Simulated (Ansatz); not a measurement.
Effect of Rh → Se on AlRh

Base system: AlRh in the CsCl type structure (space group Pm-3m, No. 221; a = 2.9721 Å; a cell from a computed database, its experimental status unchecked).

Modification: full substitution Rh → Se; the structure is relaxed again.

The values are results of Ansatz (a program for electronic structure) PBEsol, no spin-orbit coupling, not measurements. Γ-centred 14×14×14 mesh, Fermi–Dirac width 0.05 eV, for the changed cell.

```json
{
 "volume_per_atom": "18.00 Å³ (base 13.13 Å³)",
 "density": "4.89 g/cm³ (base 8.22 g/cm³)",
 "lattice_parameter_a": "3.302 Å (base 2.972 Å)",
 "space_group": "Pm-3m (No. 221) (base Pm-3m (No. 221))",
 "band_gap": "zero (base zero)"
}
```

No phonon test of stability was made. As relaxed here, AlSe is a hypothetical phase, not in the database extracts checked. The final runs are not spin-polarised. An odd electron count without spin: AlSe.
